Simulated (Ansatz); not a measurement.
The starting structures come from a database of crystals and need not be the phases stable at ambient conditions.

 Where the default PAW files enter, the runs use the earlier of Ansatz's two default sets.

Evanescent states of ZnSnP₂ (P-4m2, not sure to be the ambient phase, 4 atoms a cell, 22.5 Å³ an atom) along the normal of (001)

Calculation: r2SCAN (plane waves, PAW; Ansatz, a first-principles code).

The gap is the functional's own, uncorrected, and κ follows it; spin-orbit coupling is left out. Mid-gap values are interpolated between the computed energies.

Energies count from the valence-band top; κ is the least over a 8×8 mesh across the current.

```json
[
 {"E (eV)": "0.03", "κ (1/Å)": "0.049", "where": "Γ"},
 {"E (eV)": "0.09", "κ (1/Å)": "0.059", "where": "Γ"},
 {"E (eV)": "0.15", "κ (1/Å)": "0.066", "where": "Γ"},
 {"E (eV)": "0.21", "κ (1/Å)": "[?]", "where": "Γ"},
 {"E (eV)": "0.27", "κ (1/Å)": "[?]", "where": "Γ"},
 {"E (eV)": "0.33", "κ (1/Å)": "[?]", "where": "Γ"},
 {"E (eV)": "0.39", "κ (1/Å)": "[?]", "where": "Γ"},
 {"E (eV)": "0.45", "κ (1/Å)": "[?]", "where": "Γ"},
 {"E (eV)": "0.51", "κ (1/Å)": "[?]", "where": "Γ"},
 {"E (eV)": "0.57", "κ (1/Å)": "[?]", "where": "Γ"},
 {"E (eV)": "0.63", "κ (1/Å)": "[?]", "where": "Γ"},
 {"E (eV)": "0.69", "κ (1/Å)": "0.073", "where": "Γ"},
 {"E (eV)": "0.75", "κ (1/Å)": "0.067", "where": "Γ"},
 {"E (eV)": "0.81", "κ (1/Å)": "0.053", "where": "off Γ"}
]
```

Some entries are withheld; supply them.


- 0.21, κ (1/Å): 0.072
- 0.27, κ (1/Å): 0.076
- 0.33, κ (1/Å): 0.079
- 0.39, κ (1/Å): 0.081
- 0.45, κ (1/Å): 0.082
- 0.51, κ (1/Å): 0.082
- 0.57, κ (1/Å): 0.080
- 0.63, κ (1/Å): 0.077
